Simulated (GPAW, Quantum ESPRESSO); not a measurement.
A GPAW input for a self-consistent single point of Zr3Sc (P6_3/mmc, 8 atoms in the cell) (DFT LDA (Perdew-Wang 92), plane waves, GPAW PAW datasets LDA (gpaw-data 1.0.1)):

```python
from ase import Atoms
from ase.units import GPa
from gpaw import GPAW, PW, FermiDirac

atoms = Atoms(['Zr', 'Zr', 'Zr', 'Zr', 'Zr', 'Zr', 'Sc', 'Sc'],
              cell=[[6.389620, 0.000000, 0.000000],
                    [-3.194810, 5.533573, 0.000000],
                    [0.000000, 0.000000, 5.025117]],
              scaled_positions=[[0.167250, 0.832750, 0.250000],
                                [0.832750, 0.167250, 0.750000],
                                [0.334500, 0.167250, 0.750000],
                                [0.665500, 0.832750, 0.250000],
                                [0.167250, 0.334500, 0.250000],
                                [0.832750, 0.665500, 0.750000],
                                [0.333333, 0.666667, 0.750000],
                                [0.666667, 0.333333, 0.250000]],
              pbc=True)

calc = GPAW(mode=PW(800),
            xc='LDA',
            kpts={'size': (3, 3, 4), 'gamma': True},
            occupations=FermiDirac(0.1),
            nbands=-12,
            convergence={'density': 1e-05, 'energy': 1e-05},
            symmetry={'symmorphic': False, 'tolerance': 0.0005},
            maxiter=150)

atoms.calc = calc

energy = atoms.get_potential_energy()
print('Energy (eV):', round(energy, 6))
forces = atoms.get_forces()
print('Forces (eV/Ang):')
print(forces.round(5))
stress = atoms.get_stress()
print('Stress (GPa, Voigt):', (stress / GPa).round(4))
```

Give the Quantum ESPRESSO input for the same structure, mesh, smearing and functional.

This is the input that was run; spellings and numerical settings could be chosen otherwise.

```fortran
&CONTROL
    calculation = 'scf'
    prefix = 'pwscf'
    outdir = './out'
    pseudo_dir = './'
    tprnfor = .true.
    tstress = .true.
/
&SYSTEM
    ibrav = 4
    celldm(1) = 12.07463158
    celldm(3) = 0.7864500720
    nat = 8
    ntyp = 2
    ecutwfc = 80
    occupations = 'smearing'
    smearing = 'fermi-dirac'
    degauss = 0.0073499
/
&ELECTRONS
    conv_thr = 1e-10
/
ATOMIC_SPECIES
Zr    91.2240  Zr.upf
Sc    44.9559  Sc.upf
ATOMIC_POSITIONS {crystal}
Zr    0.16725000    0.83275000    0.25000000
Zr    0.83275000    0.16725000    0.75000000
Zr    0.33450000    0.16725000    0.75000000
Zr    0.66550000    0.83275000    0.25000000
Zr    0.16725000    0.33450000    0.25000000
Zr    0.83275000    0.66550000    0.75000000
Sc    0.33333333    0.66666667    0.75000000
Sc    0.66666667    0.33333333    0.25000000
K_POINTS {automatic}
3 3 4  0 0 0
```

Basis, cutoffs, solver keys and any potentials are the target program's own. This input uses DFT, LDA (PW92), plane waves, PseudoDojo standard norm-conserving (LDA) pseudopotentials. LDA parametrisations can differ slightly between programs.

The starting cell comes from a database of computed structures (which also holds hypothetical and non-ambient phases and stackings), without a prior relaxation at this level. For this run, on top of that: lattice scaled by 0.98.
